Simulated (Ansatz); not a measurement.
An Ansatz (an electronic-structure program) run: Zr with a change (biaxial strain −0.50 %, plane normal [001], relaxed out of plane); PBE in Ansatz (plane waves to 420 eV, PAW, without spin-orbit coupling).

Input:

Ansatz 0.2 input:
```yaml
crystal:
  lattice:
    - [3.2142566845, 0, 0]
    - [1.6071283422, 2.783627943, 0]
    - [0, 0, 5.1917392945]
  atoms:
    - { symbol: Zr, position: [0.6666666667, 0.6666666667, 0.75] }
    - { symbol: Zr, position: [0.3333333333, 0.3333333333, 0.25] }
basis: { ecutwfc: 420, ecutrho_ratio: 4, xc_grid: 2, fft_grid_basis: typed }
kpoints: { mp_grid: { grid: [21, 21, 11] } }
hamiltonian:
  xc: pbe
  dispersion: none
  pseudopotentials: { kind: paw }
scf: { occupations: { method: fermi_dirac, width: 0.1 } }
relax: { f_tol: 0.005, max_steps: 50, cell: { stress_tol: 0.01, fix: [a, b, gamma] } }
output: { forces: true, stress: true }
checkpoint: { write: state.ck, write_every: 1000 }
```

Output (explanatory and most iteration lines left out):

```
Relaxation: its limit of steps is 50 (relax.max_steps)
Pseudopotential: Zr, paw, valence charge 12
Crystal: 2 atoms, lattice volume = 46.452 Å³
Basis set: ecut = 420 eV, 941 PW (Γ), exchange–correlation on 48×48×72 points (8 copies of the dense FFT grid, shifted against one another)
Bands: 16, of which v1, the nominal top of the filled ones, is band 12 counted from 1 (11 counted from 0)
Symmetry: 24 space group operations
Space group: P63/mmc (ITA 194), of the structure as read, at distance tolerance 3.6e-5 Å
k-points: 288 of 4851
Functional: x = pbe(κ = 0.804, μ = 0.2195149727645171), c = pbe(β = 0.06672455060314922)
SCF iter   1: F=—  HF=-8367.704796 eV  |F-HF|=—  |Δ(HF+E_count)|=         —  Δρ=2.68e-3  dr2=1.18e-3  ethr=1.77e-3  ⟨swp⟩=4.8  Hψ=19518  notcnv=0
SCF iter   2: F=—  HF=-8367.704123 eV  |F-HF|=—  |Δ(HF+E_count)|=   6.74e-4  Δρ=1.63e-3  dr2=4.90e-4  ethr=4.90e-6  ⟨swp⟩=2.5  Hψ=10071  notcnv=0
SCF 1 converged in 6 iterations: F = -8367.704458 eV  dr2 = 3.57e-9
relax step   1: F+E_penalty+E_count = -8367.70445763 eV  Δ(F+E_penalty+E_count) = +0.000e0 eV  max|allowed force component| = 1.388e-17 eV/Å  Δτ_max = 0.0000 Å  P = +0.671 GPa  Ω = 46.452 Å³  fix = [a, b, gamma]  reactions: a +0.875, b +0.875 GPa  (6 SCF iters, dr2 threshold 1.00e-7 eV, accepted)
[... steps on the carried basis left out ...]
relax step   3: F+E_penalty+E_count = -8367.70450977 eV  Δ(F+E_penalty+E_count) = -2.211e-5 eV  max|allowed force component| = 9.483e-17 eV/Å  Δτ_max = 0.0000 Å  P = +0.510 GPa  Ω = 46.527 Å³  energy of the carried Pulay correction = -8.783e-6 eV  fix = [a, b, gamma]  reactions: a +0.765, b +0.765 GPa  (3 SCF iters, dr2 threshold 4.85e-8 eV, accepted)
Crystal: 2 atoms, lattice volume = 46.527 Å³
SCF iter   1: F=—  HF=-8367.704517 eV  |F-HF|=—  |Δ(HF+E_count)|=         —  Δρ=4.95e-6  dr2=2.16e-9  ethr=5.97e-8  ⟨swp⟩=3.4  Hψ=34353  notcnv=0
SCF iter   2: F=—  HF=-8367.704519 eV  |F-HF|=—  |Δ(HF+E_count)|=   1.97e-6  Δρ=2.69e-6  dr2=9.34e-10  ethr=9.01e-12  ⟨swp⟩=2.3  Hψ=8695  notcnv=0
SCF 4 converged in 5 iterations: F = -8367.704519 eV  dr2 = 2.03e-14
SCF converged after 5 iterations
Free energy (F): -8367.704519 eV
Internal energy: -8367.633900 eV  (E = F + TS)
E sigma→0 (E₀):  -8367.669209 eV
Entropy (-TS):   -0.070619 eV (-35.309 meV/atom)
Fermi energy:    13.985516 eV
--- Forces (eV/Å), atoms counted from 1 ---
  atom   1  Zr    -0.00000000    -0.00000000     0.00000000
  atom   2  Zr     0.00000000     0.00000000    -0.00000000
--- Stress (GPa, compression-positive) ---
        0.764799      -0.000000      -0.000000
       -0.000000       0.764799       0.000000
       -0.000000       0.000000      -0.000556
  P = ⅓ Tr σ = 0.5097 GPa (5.097 kbar)
--- Relaxed structure (3 steps of the walk, 3 accepted, 1 SCFs on fresh bases) ---
  cell:  # Å, volume = 46.5269 Å³
    - [3.2142566844648144, 2.8867582844558336e-11, -4.735714679023724e-34]
    - [1.6071283422074072, 2.7836279430449054, 1.3605510397457887e-34]
    - [-7.6492322799423286e-34, 6.953847527220299e-34, 5.20010413138863]
  atoms:
    - { symbol: Zr, position: [0.6666666666666667, 0.6666666666666666, 0.75] }
    - { symbol: Zr, position: [0.33333333333333337, 0.3333333333333333, 0.25] }
```

Stability against distortions was not tested. All final runs are without spin polarisation. The cell was made from Zr in the hcp (Mg type) structure (space group P6_3/mmc, No. 194) by this change: biaxial strain −0.50 %, plane normal [001], relaxed out of plane.
